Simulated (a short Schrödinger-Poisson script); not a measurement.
## Gated Al0.3Ga0.7N/GaN polarisation-induced gas

Stack: gated Al0.3Ga0.7N/GaN polarisation-induced gas, at 300 K.

```csv
layer,material,thickness (nm),Na (cm⁻³)
1,Al0.3Ga0.7N,15,-
2,GaN,6000,1e15
```

The device is made up for the run: typed textbook-type constants, with dimensions and the other settings drawn at random. Al0.3Ga0.7N: permittivity 9.32, conduction-band edge (eV) 0.414, gap (eV) 4.021, electron mass (mₑ) 0.236, Nv at 300 K (cm⁻³) 4.6e19. GaN: permittivity 9.5, conduction-band edge (eV) 0, gap (eV) 3.43, Nv at 300 K (cm⁻³) 4.6e19.

Channel valleys (confinement mass, in-plane density-of-states mass, number): Γ 0.2, 0.2, 1. At the gate the conduction-band edge of layer 1 lies 1.23 eV − eVg above the Fermi level of the channel; the field vanishes at the back. Sheet of polarisation charge: +1.5e13 e/cm² at 15 nm from the gate. The barrier under the gate holds no holes. Gaps are held at their typed values at every temperature. Mesh 0.08 nm at interfaces.

Solved with a short Schrödinger-Poisson script written for these runs: 1D Poisson equation in equilibrium, electrons quantum, Hartree plus LDA exchange-correlation (BenDaniel-Duke, 40 states a valley, the channel's in-plane mass for all, wave functions free to enter the barrier), parabolic valleys, classical holes, full ionisation, no traps, pinning or gate leakage.

| Vg (V) | electrons (cm⁻²) | in the channel layer | C (μF/cm²) | Γ E0 (meV) | Γ E1 (meV) |
|---|---|---|---|---|---|
| 0.5 | 1.26e13 | 1.14e13 | 0.526 | -133.5 | 10.6 |
| 0.25 | 1.18e13 | 1.07e13 | 0.524 | -125.0 | 13.8 |
| 0 | 1.09e13 | 1.01e13 | 0.521 | -116.5 | 17.0 |
| -0.25 | 1.01e13 | 9.40e12 | 0.519 | -107.9 | 20.1 |
| -0.5 | 9.32e12 | 8.71e12 | 0.517 | -99.2 | 23.2 |
| -0.75 | 8.52e12 | 8.02e12 | 0.515 | -90.3 | 26.3 |
| -1 | 7.72e12 | 7.31e12 | 0.513 | -81.4 | 29.4 |
| -1.25 | 6.92e12 | 6.60e12 | 0.511 | -72.3 | 32.6 |
| -1.5 | 6.12e12 | 5.88e12 | 0.508 | -62.9 | 35.8 |
| -1.75 | 5.33e12 | 5.15e12 | 0.505 | -53.3 | 39.1 |
| -2 | 4.54e12 | 4.41e12 | 0.502 | -43.3 | 42.6 |
| -2.25 | 3.77e12 | 3.67e12 | 0.497 | -32.7 | 46.3 |
| -2.5 | 2.99e12 | 2.94e12 | 0.491 | -21.2 | 50.5 |
| -2.75 | 2.23e12 | 2.20e12 | 0.482 | -8.1 | 55.5 |
| -3 | 1.49e12 | 1.48e12 | 0.468 | 7.9 | 62.4 |
| -3.25 | 7.82e11 | 7.77e11 | 0.437 | 30.6 | 74.1 |
| -3.5 | 1.67e11 | 1.67e11 | 0.317 | 78.1 | 107.5 |
| -3.75 | 9.93e7 | 9.91e7 | 0.00541 | 274.8 | 297.2 |

Subbands count from the Fermi level.
